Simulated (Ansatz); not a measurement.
The starting structures come from a database of crystals and need not be the phases stable at ambient conditions.

 Where the default PAW files enter, the runs use the earlier of Ansatz's two default sets.

Evanescent states of GaP (P6_3mc, wurtzite, not sure to be the ambient phase, 4 atoms a cell, 20.2 Å³ an atom) along the normal of (111)

Level of theory: r2SCAN (plane waves, PAW; Ansatz, a quantum-chemistry and plane-wave program).

The gap is the functional's own. No spin-orbit coupling. Mid-gap values are interpolated on the energy grid.

Energies count from the valence-band top; κ is the least over a 6×6 mesh across the current.

```json
[
 {"E (eV)": "0.05", "κ (1/Å)": "0.040", "where": "Γ"},
 {"E (eV)": "0.15", "κ (1/Å)": "0.067", "where": "Γ"},
 {"E (eV)": "0.25", "κ (1/Å)": "0.085", "where": "Γ"},
 {"E (eV)": "0.35", "κ (1/Å)": "0.098", "where": "Γ"},
 {"E (eV)": "0.45", "κ (1/Å)": "0.108", "where": "Γ"},
 {"E (eV)": "0.55", "κ (1/Å)": "0.116", "where": "Γ"},
 {"E (eV)": "0.65", "κ (1/Å)": "0.123", "where": "Γ"},
 {"E (eV)": "0.75", "κ (1/Å)": "0.129", "where": "Γ"},
 {"E (eV)": "0.85", "κ (1/Å)": "0.133", "where": "Γ"},
 {"E (eV)": "0.95", "κ (1/Å)": "0.136", "where": "Γ"},
 {"E (eV)": "1.05", "κ (1/Å)": "0.137", "where": "Γ"},
 {"E (eV)": "1.15", "κ (1/Å)": "0.130", "where": "Γ"},
 {"E (eV)": "1.25", "κ (1/Å)": "0.121", "where": "Γ"},
 {"E (eV)": "1.35", "κ (1/Å)": "0.111", "where": "Γ"},
 {"E (eV)": "1.45", "κ (1/Å)": "0.098", "where": "Γ"},
 {"E (eV)": "1.55", "κ (1/Å)": "0.081", "where": "Γ"},
 {"E (eV)": "1.65", "κ (1/Å)": "0.057", "where": "Γ"}
]
```

Problem. How thick must the barrier be to attenuate the transmission by 10^6 when the electrodes' Fermi level lies at 0.75 eV, and what attenuation does that film give at 1.45 eV?

Solution. d = 6 ln 10 / (2 × 0.129) = 53.5 Å. At 1.45 eV it gives 6 × 0.098/0.129 = 4.6 decades.
